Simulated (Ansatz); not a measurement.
GaAs: biaxial strain −2.50 %, plane normal [001], relaxed out of plane

Base system: GaAs in the zinc blende structure (space group F-43m, No. 216; a = 5.6028 Å). Axes: x, y, z lie along the cube axes.

The change: biaxial strain −2.50 %, plane normal [001], relaxed out of plane (Cartesian); in-plane vectors clamped, the third vector and the atoms free.

Method: LDA/PAW in Ansatz (a program for electronic structure), without spin-orbit coupling. Γ-centred 10×10×10 mesh, Fermi–Dirac width 0.05 eV.

| quantity | base | changed | shift |
|---|---|---|---|
| volume per atom | 21.98 Å³ | 21.37 Å³ | -0.618 Å³ |
| space group | F-43m (No. 216) | I-4m2 (No. 119) | – |
| shortest interatomic distance | 2.426 Å | 2.404 Å | -0.022 Å |
| energy relative to the base (free energy F) | 0 meV/atom | +11 meV/atom | +11 meV/atom |
| pressure (mean of the normal stresses, compression positive) | 0.01 GPa | 2.23 GPa | +2.225 GPa |
| band gap | 0.49 eV | 0.59 eV | +0.10 eV |
| gap character | direct at Γ | direct at Γ | – |
| electron mass | 0.029 mₑ (at Γ) | 0.046 mₑ out of plane, 0.035 mₑ in plane (at Γ) | – |
| valence-band top at Γ (three highest levels, from the VBM) | 0.00, 0.00, 0.00 eV | 0.00, 0.00, -0.31 eV | – |
| valley order (the lowest conduction-band minima on the path, energy above the VBM, named in the base's zone) | Γ 0.49 eV; L along ⟨111⟩ 0.92 eV; a point along ⟨100⟩, about 1.0 Å⁻¹ from Γ 1.26 eV | Γ 0.59 eV; L along [111] 0.86 eV; a point along [010], about 1.0 Å⁻¹ from Γ 0.99 eV; X along [001] 1.37 eV | – |
| out-of-plane strain | – | +2.24 % | – |
| ratio −ε⊥/ε∥ | – | 0.89 | – |
| mean in-plane stress (compression positive) | – | +3.3 GPa | – |

Effective masses come from finite differences of ±0.01 Å⁻¹. Whether these cells are dynamically stable was not tested. Labels are those of the standard path for the cell's own space group.
